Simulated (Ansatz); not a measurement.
Density of states of W (Im-3m, 1 atom in the cell).

```yaml
crystal:
  lattice:
    - [-1.57042, 1.57042, 1.57042]
    - [1.57042, -1.57042, 1.57042]
    - [1.57042, 1.57042, -1.57042]
  atoms:
    - { symbol: W, position: [0.00000, 0.00000, 0.00000] }
```

Computed with PBE, PAW files (plane waves; Ansatz, a quantum-chemistry and plane-wave program).

SCF settings: kpoints.mp_grid.grid = 15 15 15; kpoints.mp_grid.shift = 0.5 0.5 0.5; hamiltonian.xc = pbe; hamiltonian.pseudopotentials = {kind: paw} (an earlier, softer set of the program's PAW files); scf.occupations.method = fermi_dirac; scf.occupations.width = 0.1 eV. Keys of the DOS step: output.dos.nscf_kmesh.grid = 15 15 15.

The starting cell comes from a database of computed structures (which also holds hypothetical and non-ambient phases and stackings), without a prior relaxation at this level. Its lattice was rescaled by a random factor within 2.5 % of one. Spin-orbit coupling is off. Spin polarisation is off.

Total DOS (both spins), as means of the tabulated values in each energy bin; the zero is the program's Fermi level or highest filled level, and the curve is cut to this window:

```csv
E (eV),states/eV/cell
-7.88,0.10
-7.62,0.11
-7.38,0.13
-7.12,0.15
-6.88,0.17
-6.62,0.22
-6.38,0.41
-6.12,0.62
-5.88,0.69
-5.62,0.76
-5.38,0.84
-5.12,0.96
-4.88,1.14
-4.62,1.06
-4.38,0.59
-4.12,0.40
-3.88,0.29
-3.62,0.93
-3.38,2.09
-3.12,1.57
-2.88,1.12
-2.62,0.91
-2.38,1.04
-2.12,1.65
-1.88,1.74
-1.62,1.18
-1.38,0.79
-1.12,0.45
-0.88,0.36
-0.62,0.35
-0.38,0.37
-0.12,0.37
0.12,0.40
0.38,0.63
0.62,0.68
0.88,0.72
```

Around zero the curve holds about 0.4 states/eV/cell.

Keys are those of Ansatz 0.2.
